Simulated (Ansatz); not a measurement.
An Ansatz (a first-principles code) run: C with a change (electrons 1.5×10^21 cm⁻³); Kohn–Sham DFT with the r2SCAN functional, run in Ansatz with PAW and 500 eV plane waves, without spin-orbit coupling, earlier PAW set.

Input:

Ansatz 0.2 input:
```yaml
crystal:
  lattice:
    - [0, 1.7801373958, 1.7801373958]
    - [1.7801373958, 0, 1.7801373958]
    - [1.7801373958, 1.7801373958, 0]
  atoms:
    - { symbol: C, position: [0.5, 0.5, 0.5] }
    - { symbol: C, position: [0.75, 0.75, 0.75] }
basis: { ecutwfc: 500, ecutrho_ratio: 4, xc_grid: 4, fft_grid_basis: typed }
kpoints: { mp_grid: { grid: [36, 36, 36] } }
hamiltonian:
  xc: r2scan
  dispersion: none
  pseudopotentials: { azcp: { folder: ./paw }, kind: paw }
total_charge: -0.016923
scf: { occupations: { method: fermi_dirac, width: 0.0259 }, convergence: { dr2_threshold: 0.0000000002 } }
relax: { f_tol: 0.005, max_steps: 30 }
output: { forces: true, stress: true }
checkpoint: { write: state.ck, write_every: 1000 }
```

Output (explanatory and most iteration lines left out):

```
Relaxation: its limit of steps is 30 (relax.max_steps)
Pseudopotential: C, paw, valence charge 4
Crystal: 2 atoms, lattice volume = 11.282 Å³
Basis set: ecut = 500 eV, 283 PW (Γ), exchange–correlation on 80×80×80 points (64 copies of the dense FFT grid, shifted against one another)
Bands: 9, of which v1, the nominal top of the filled ones, is band 4 counted from 1 (3 counted from 0)
Symmetry: 48 space group operations
Space group: Fd-3m (ITA 227), of the structure as read, at distance tolerance 2.2e-5 Å
k-points: 1240 of 46656
Functional: x = r2scan, c = r2scan; τ floored in thin density (d = 2e-4 eV/Å³)
SCF iter   1: F=—  HF=-503.024779 eV  |F-HF|=—  |Δ(HF+E_count)|=         —  Δρ=1.36e-1  dr2=1.43e0  dr2_τ=4.81e-1  ethr=3.10e-3  ⟨swp⟩=5.2  Hψ=72207  notcnv=0
SCF iter   2: F=—  HF=-502.803168 eV  |F-HF|=—  |Δ(HF+E_count)|=   2.22e-1  Δρ=5.86e-2  dr2=2.31e-1  dr2_τ=6.36e-3  ethr=3.10e-3  ⟨swp⟩=2.8  Hψ=30835  notcnv=0  defer=1122
SCF 1 converged in 7 iterations: F = -502.803401 eV  dr2 = 1.46e-12
relax step   1: F+E_penalty+E_count = -502.80340079 eV  Δ(F+E_penalty+E_count) = +0.000e0 eV  max|allowed force component| = 2.776e-17 eV/Å  Δτ_max = 0.0000 Å  (7 SCF iters, accepted)
Crystal: 2 atoms, lattice volume = 11.282 Å³
SCF iter   1: F=—  HF=-502.803401 eV  |F-HF|=—  |Δ(HF+E_count)|=         —  Δρ=2.18e-7  dr2=1.46e-12  dr2_τ=3.68e-13  ethr=1.00e-12  ⟨swp⟩=1.0  Hψ=77720  notcnv=0  defer=1117
SCF iter   2: F=-502.803401 eV  HF=-502.803401 eV  |F-HF|=6.82e-13  |Δ(HF+E_count)|=  1.36e-12  Δρ=1.12e-7  dr2=3.54e-13  dr2_τ=3.62e-14  ethr=1.00e-12  ⟨swp⟩=2.5  Hψ=22108  notcnv=0
SCF 2 converged in 2 iterations: F = -502.803401 eV  dr2 = 3.54e-13
SCF converged after 2 iterations
Free energy (F): -502.803401 eV
Internal energy: -502.803187 eV  (E = F + TS)
E sigma→0 (E₀):  -502.803294 eV
Entropy (-TS):   -0.000214 eV (-0.107 meV/atom)
Fermi energy:    18.052950 eV
--- Forces (eV/Å), atoms counted from 1 ---
  atom   1  C     -0.00000000    -0.00000000    -0.00000000
  atom   2  C     -0.00000000    -0.00000000     0.00000000
--- Stress (GPa, compression-positive) ---
       -0.242788      -0.000000      -0.000000
       -0.000000      -0.242788      -0.000000
       -0.000000       0.000000      -0.242788
  P = ⅓ Tr σ = -0.2428 GPa (-2.428 kbar)
--- Relaxed structure (1 steps of the walk, 1 accepted, 0 SCFs on fresh bases) ---
  atoms:
    - { symbol: C, position: [0.49999999999999994, 0.49999999999999994, 0.49999999999999994] }
    - { symbol: C, position: [0.75, 0.75, 0.75] }
```

Carriers are added with a uniform compensating background; total energy and stress of such cells depend on the potential's zero and are not compared; many-body gap narrowing is missing at this level. No phonon test of stability was made. The cell was made from C in the diamond structure (space group Fd-3m, No. 227) by this change: electrons 1.5×10^21 cm⁻³.
